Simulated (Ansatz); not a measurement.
## Several settings converged on ZnCu₂SnSe₄ (Fmm2, 8 atoms in the cell)

```yaml
crystal:
  lattice:
    - [-2.89326, 2.89326, 5.78918]
    - [2.89326, -2.89326, 5.78918]
    - [2.89326, 2.89326, -5.78918]
  atoms:
    - { symbol: Zn, position: [0.00432, 0.00432, 0.00000] }
    - { symbol: Cu, position: [0.75000, 0.25000, 0.50000] }
    - { symbol: Cu, position: [0.25000, 0.75000, 0.50000] }
    - { symbol: Sn, position: [0.50000, 0.50000, 0.00000] }
    - { symbol: Se, position: [0.62386, 0.62386, 0.51812] }
    - { symbol: Se, position: [0.37614, 0.89426, 0.00000] }
    - { symbol: Se, position: [0.10574, 0.10574, 0.48188] }
    - { symbol: Se, position: [0.89426, 0.37614, 0.00000] }
```

Base method: LDA (PW92), default PAW files made with PBE (plane waves; Ansatz, an electronic-structure program).

Base settings: basis.ecutwfc = 420 eV; kpoints.mp_grid.grid = 3 3 3; hamiltonian.xc = lda; hamiltonian.pseudopotentials = {kind: paw} (the program's default PAW files); scf.occupations.method = gaussian; scf.occupations.width = 0.1 eV.

The count of work is k-points × plane waves × bands × iterations; it is no time. Core times come from one kind of shared machine, to one figure; runs under 30 s give none.

**The cutoff for other potential files**

Level: DFT, LDA (PW92), plane waves, harder PAW files (source: ansatz) made with PBE.

In this ladder: hamiltonian.pseudopotentials = {kind: paw, source: ansatz}.

The second cell is the first with its lattice scaled by 0.98.

The mesh stays at the base's, so the ladder's end is converged at best in this setting alone.

The first pressure column holds Ansatz's estimate of the finite-basis (Pulay) stress, which hides part of the cutoff error; the other is without it.

Only quantities that move along the ladder and can be compared are tabulated.

| basis.ecutwfc | free energy less the last step's (meV/atom) | energy of the compressed cell less the first (meV/atom) | pressure (GPa) | pressure without the Pulay estimate (GPa) | largest difference of a force vector from the last step's (eV/Å) | count of work / last | core time / last (rough) |
|---|---|---|---|---|---|---|---|
| 315 eV | 12539.23 | -78.53 | -4.23 | -432.32 | 0.425 | 0.13 | – |
| 385 eV | 2127.08 | -51.53 | -5.58 | -100.27 | 0.039 | 0.15 | – |
| 490 eV | 112.14 | -36.75 | -5.68 | -12.87 | 0.004 | 0.21 | – |
| 595 eV | 5.05 | -37.01 | -5.67 | -6.00 | 0.001 | 0.28 | – |
| 700 eV | 1.53 | -37.04 | -5.67 | -5.69 | 0.000 | 0.36 | 0.4 |
| 840 eV | 1.11 | -37.05 | -5.67 | -5.69 | 0.000 | 0.47 | 0.5 |
| 1050 eV | 0.30 | -37.05 | -5.67 | -5.69 | 0.000 | 0.65 | 0.6 |
| 1400 eV | 0.00 | -37.05 | -5.67 | -5.67 | 0.000 | 1.0 | 1 |

Coarsest basis.ecutwfc that holds the energy of the compressed cell less the first within 0.2 meV/atom of the last step, with all finer ones: 595 eV, at 0.28 of the last step's count of work; the step before is off by 0.30 meV/atom.

Coarsest basis.ecutwfc that holds the pressure without the Pulay estimate within 0.1 GPa of the last step, with all finer ones: 700 eV, at 0.36 of the last step's count of work and about 0.4 of the last step's time; the step before is off by 0.32 GPa.

Coarsest basis.ecutwfc that holds the pressure within 1 GPa of the last step, with all finer ones: 385 eV, at 0.15 of the last step's count of work; the step before is off by 1.4 GPa.

The energy difference between the two cells stays within 1 meV/atom of the last step's from 490 eV on, the total only from 1050 eV on: much of the error is common to both cells and cancels.

At the lowest cutoff the pressure without the Pulay estimate lies 427 GPa under the last step's, the usual sign of Pulay stress in an incomplete plane-wave basis.

**The density cutoff**

The mesh stays at the base's, so the ladder's end is converged at best in this setting alone.

Only quantities that move along the ladder and can be compared are tabulated.

| basis.ecutrho_ratio | free energy less the last step's (meV/atom) | pressure (GPa) |
|---|---|---|
| 2 | -6.85 | -5.37 |
| 3 | -0.13 | -5.67 |
| 4 | -0.01 | -5.68 |
| 5 | 0.00 | -5.68 |
| 6 | 0.00 | -5.68 |
| 8 | 0.00 | -5.68 |
| 10 | 0.00 | -5.68 |
| 12 | 0.00 | -5.68 |
| 16 | 0.00 | -5.68 |

Coarsest basis.ecutrho_ratio that holds the pressure within 0.1 GPa of the last step, with all finer ones: 3; the step before is off by 0.31 GPa.

Coarsest basis.ecutrho_ratio that holds the free energy within 0.5 meV/atom of the last step, with all finer ones: 3; the step before is off by 6.8 meV/atom.

**The relaxed cell against the cutoff**

On ZnCu2SnSe4 (I-42m, 8 atoms in the cell): atoms on their sites.

In this ladder: relax = cell and atoms.

The mesh stays at the base's, so the ladder's end is converged at best in this setting alone.

Only quantities that move along the ladder and can be compared are tabulated.

| basis.ecutwfc | relaxed volume (Å³/atom) | relaxation steps | core time / last (rough) |
|---|---|---|---|
| 250 eV | 22.208 | 35 | 1 |
| 295 eV | 21.934 | 17 | 0.8 |
| 355 eV | 21.958 | 8 | 0.4 |
| 420 eV | 21.945 | 5 | 0.4 |
| 505 eV | 21.943 | 5 | 0.4 |
| 630 eV | 21.942 | 5 | 0.7 |
| 840 eV | 21.942 | 5 | 1 |

Coarsest basis.ecutwfc that holds the relaxed volume within 0.022 Å³/atom of the last step, with all finer ones: 295 eV; the step before is off by 0.27 Å³/atom.

At the lowest cutoff the cell relaxes to a volume 1.2 % larger than at the highest. Ansatz relaxes on a stress corrected for the finite basis.

On the base run: the starting cell comes from a database of computed structures (which also holds hypothetical and non-ambient phases and stackings), without a prior relaxation at this level. Its lattice was rescaled by up to half a per cent. One atom was moved a little off its site on purpose. Spin polarisation is off. The run gives no clean gap (levels at the Fermi energy touch, overlap or are partly filled at this smearing), which alone does not show that the compound is a metal. Without a gap this mesh is coarse (it stands for a supercell whose shortest vector is 17 Å).

Left out of this page: 1 run of the series stopped by limits of time or memory.

Keys are those of Ansatz 0.2.
